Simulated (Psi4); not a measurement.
Psi4 1.11, PBE/def2-tzvp: Li(Cl) ([Li][Cl]), 2 atoms. The geometry is a generated start, not checked to be a minimum at this level.

```
Quantity                             Result
--------------------------  ---------------
task                                 energy
method                                  pbe
basis                             def2-tzvp
memory                                 3 GB
maxiter                                 100
keys of the molecule block      symmetry c1
scf_type                       df (default)
e_convergence               1e-06 (default)
d_convergence               1e-06 (default)
dft_radial_points              75 (default)
dft_spherical_points          302 (default)
basis functions                          51
grid points                           43576
```

```xyz
2

Li    -0.5777    -0.5526    -0.5621
Cl     0.5777     0.5526     0.5621
```

With the defaults (diis = true, scf_initial_accelerator = adiis, damping_percentage = 0, guess = auto, which took SAD, soscf = false, soscf_start_convergence = 0.01, diis_start = 1, level_shift = 0, level_shift_cutoff = 0.01, diis_max_vecs = 10) it converges in 8 SCF iterations. One run each on 2 threads, with these changes:
- guess = core
- diis = false, scf_initial_accelerator = none, damping_percentage = 60
- guess = sadno
- guess = sap
- level_shift = 0.5, level_shift_cutoff = 0.001
- soscf = true, soscf_start_convergence = 0.1
- diis_max_vecs = 3
- diis_start = 4
- soscf = true, soscf_start_convergence = 0.001

Which runs fail or end elsewhere than the default run?

No convergence: diis = false, scf_initial_accelerator = none, damping_percentage = 60 (the run ends without SCF convergence in 100 iterations). The rest reach the solution of the defaults.

```csv
setting,SCF iterations,JK calls,end
"soscf = true, soscf_start_convergence = 0.1",6,22,same solution
guess = sap,7,7,same solution
"soscf = true, soscf_start_convergence = 0.001",7,18,same solution
the defaults,8,9,same solution
"level_shift = 0.5, level_shift_cutoff = 0.001",8,9,same solution
guess = sadno,8,8,same solution
guess = core,10,10,same solution
diis_max_vecs = 3,11,12,same solution
diis_start = 4,12,13,same solution
"diis = false, scf_initial_accelerator = none, damping_percentage = 60",100,101,no convergence
```

An SOSCF iteration holds several JK calls; a Hückel guess adds calls on atoms.
